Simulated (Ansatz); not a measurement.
**Pd under a change: isotropic strain −2.00 %**

The parent structure is Pd in the fcc (Cu type) structure (space group Fm-3m, No. 225; a = 3.8777 Å; relaxed with 0.1 eV smearing).

Now apply this change: the cell is scaled by 0.9800 in all directions; the atoms relax in the strained cell.

Level of theory: PBEsol in Ansatz (plane waves to 420 eV, PAW, no spin-orbit coupling). k-mesh 29×29×29 (Γ-centred); smearing 0.1 eV (Fermi–Dirac).

| quantity | base | changed | shift |
|---|---|---|---|
| volume per atom | 14.58 Å³ | 13.72 Å³ | -0.86 Å³ |
| space group | Fm-3m (No. 225) | Fm-3m (No. 225) | – |
| shortest interatomic distance | 274.2 pm | 268.7 pm | -5.5 pm |
| energy relative to the base (free energy F) | 0 meV/atom | +36 meV/atom | +36 meV/atom |
| pressure | 0.0 GPa | 14.5 GPa | +14.5 GPa |
| band gap | zero | zero | – |

Final structure:

```
CELL_PARAMETERS angstrom
      0.00000     1.90007     1.90007
      1.90007     0.00000     1.90007
      1.90007     1.90007     0.00000
ATOMIC_POSITIONS crystal
  Pd 0.00000 0.00000 0.00000
```

Stability against distortions was not tested. All final runs are without spin polarisation.

Ansatz is a first-principles code.
